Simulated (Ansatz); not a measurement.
Consider HfC in the rock salt structure (space group Fm-3m, No. 225; a = 4.651 Å; relaxed with 0.1 eV smearing).

Level of theory: Kohn–Sham DFT with the PBE functional, run in Ansatz (a first-principles code) with PAW and 420 eV plane waves, no SOC.

Strains are applied to the cell and any free atomic positions relax.

One change was made to it. Results:

| quantity | base | after |
|---|---|---|
| pressure | 0.0 GPa | 11.6 GPa |
| energy relative to the base (free energy F) | 0 meV/atom | +19 meV/atom |

Problem. What was done to the base?
A. isotropic strain −2.00 %
B. isotropic strain +1.00 %
C. isotropic strain −1.50 %
D. isotropic strain +2.50 %

Solution. C, isotropic strain −1.50 %. For comparison, the energy relative to the base in the other runs: isotropic strain −2.00 % gives +35 meV/atom; isotropic strain +1.00 % gives +8.0 meV/atom; isotropic strain +2.50 % gives +48 meV/atom.

Whether these cells are dynamically stable was not tested. All final runs are without spin polarisation.
